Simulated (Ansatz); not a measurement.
Take ZnSe in the zinc blende structure (space group F-43m, No. 216; a = 5.6661 Å) as the base. Axes: x, y, z lie along the cube axes.

The change: the symmetric strain tensor [-0.0091 0.0029 -0.0041; 0.0029 -0.0117 0.0212; -0.0041 0.0212 0.0080], atoms relaxed at fixed cell.

Levels (all Ansatz, a first-principles code, PAW, earlier PAW set): r2SCAN (500 eV, without spin-orbit coupling); HSE06 (420 eV, no SOC); HSE06+SOC (420 eV, noncollinear with spin-orbit coupling).

One geometry, relaxed with r2SCAN, under each level:

The valence-band top lists the three highest levels at Γ (Kramers pairs under SOC), from the VBM.

| level | band gap | lowest conduction level above the VBM at special points | valence-band top at Γ |
|---|---|---|---|
| r2SCAN | 1.76 eV | Γ 1.76 eV; R 2.70 eV; Z 2.82 eV | 0.00, -0.13, -0.27 eV |
| HSE06 | 2.31 eV | Γ 2.31 eV; R 3.31 eV; Z 3.42 eV | – |
| HSE06+SOC | 2.21 eV | Γ 2.21 eV; R 3.21 eV; Z 3.32 eV | 0.00, -0.16, -0.56 eV |

Single points use the geometry relaxed with r2SCAN. Differences between runs with and without spin-orbit coupling are approximate. Whether these cells are dynamically stable was not tested. Labels are those of the standard path for the cell's own space group.
